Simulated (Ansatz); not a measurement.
The starting structures come from a database of crystals and need not be the phases stable at ambient conditions.

 Where the default PAW files enter, the runs use the earlier of Ansatz's two default sets.

By PBEsol, the system below comes out a metal.

Input:

```xyz
2
Lattice="3.1394 0.0000 0.0000 0.0000 6.1468 0.0000 0.0000 0.0000 3.1327" Properties=species:S:1:pos:R:3 pbc="T T T"
In     0.0078     0.0000     0.0000
Sb     2.3468     3.0734     0.0000
```

Space group of this cell: Pmm2. The cell is strained (lengths along the current scaled by 1.03, ions clamped); by PBEsol its mean pressure is -3.7 GPa.

The current flows along the normal of the first two printed cell vectors. No spin-orbit coupling; the value is a mean over 0.1 eV about the Fermi level.

Estimate the ballistic conductance per area that PBEsol (Ansatz, an electronic-structure program) returns for this system.

0.86 × 10¹⁵ S/m² for both spins.
